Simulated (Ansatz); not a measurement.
System: ZrSi2 (Cmcm, No. 63). Method: LDA in Ansatz (PAW).

Numerical settings: plane-wave cutoff 520 eV, 16×16×16 k mesh, Fermi–Dirac smearing 0.057 eV (set by the program), scalar-relativistic PAW data made under PBE.

Cell (relaxed at this level):

```
CELL_PARAMETERS angstrom
      1.82573    -7.23987     0.00000
      1.82573     7.23987     0.00000
      0.00000     0.00000     3.63520
ATOMIC_POSITIONS crystal
  Zr 0.60471 0.39529 0.75000
  Zr 0.39529 0.60471 0.25000
  Si 0.94610 0.05390 0.75000
  Si 0.05390 0.94610 0.25000
  Si 0.24981 0.75019 0.75000
  Si 0.75019 0.24981 0.25000
```

Q: What does this level give for the Voigt–Reuss–Hill bulk modulus, Voigt–Reuss–Hill shear modulus (Hill average), Young modulus and Poisson ratio?

A: 
Voigt–Reuss–Hill bulk modulus: 140 GPa
Voigt–Reuss–Hill shear modulus (Hill average): 107 GPa
Young modulus: 256 GPa
Poisson ratio: 0.197

Note: the relaxation could not lower the start's symmetry, so the cell can be a saddle point above a distorted one.

Elastic constants are with the ions relaxed.

Computed values are for the static lattice.

Ansatz is a quantum-chemistry and plane-wave program.
